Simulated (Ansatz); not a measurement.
Gap of a (6,6) WS2 nanotube at several levels, all on one geometry.

Levels: PBE (plane waves to 420 eV, PAW; Ansatz, a quantum-chemistry and plane-wave program); PBE with spin-orbit coupling in Ansatz; r2SCAN (plane waves to 500 eV, PAW; Ansatz). Unmarked values and the geometry are of the first. Mesh 1×1×10. No spin polarisation, so a magnetic state wasn't tested. It repeats along c; a and b span vacuum. An idealised model, rolled from the flat sheet. Symmetry and one short period hold its shape; lower forms weren't sought. Values not marked SOC lack spin–orbit coupling.

```
level    gap (eV)
-------  --------
PBE          0.40
PBE+SOC         …
r2SCAN       0.45
```

### Question
Complete the blanks.

### Answer

- PBE+SOC, gap (eV): 0.37
